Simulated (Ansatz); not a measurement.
WN2 (within 0.1 Å of Fd-3m, No. 227, 12 atoms in the cell; start mp-2679804) was calculated with LDA (PAW; Ansatz, a program for electronic structure).

Numerical settings: plane-wave cutoff 520 eV, 6×4×6 k mesh (along the axes of the cell as run), Fermi–Dirac smearing 0.01 eV, no spin polarisation, scalar-relativistic PAW data made under PBE.

Cell (relaxed at this level):

```xyz
12
Lattice="5.9864 0.0000 0.0000 0.0000 8.4651 0.0000 0.0000 0.0000 5.9864" Properties=species:S:1:pos:R:3 pbc="T T T"
W     -0.0003     7.4069     2.2449
W      5.9867     1.0581     5.2381
W      2.9935     3.1744     5.2381
W      2.9929     5.2907     2.2449
N      5.9863     8.4658     0.7488
N      0.0000    -0.0007     3.7420
N      2.9932     4.2332     3.7420
N      2.9932     4.2318     0.7488
N      1.4972     2.1158     5.2376
N      4.4891     6.3492     2.2444
N      1.4960     6.3484     2.2444
N      4.4904     2.1167     5.2376
```

Task: Estimate the band gap that the calculation returns.

Result: 
* **band gap**: 0.71 eV (on the SCF k mesh)

Spin–orbit coupling is not included.

Computed values are for the static lattice.

It cost very roughly 8 core-minutes of CPU time.

A start named mp-… is a Materials Project structure, which need not be a measured phase.
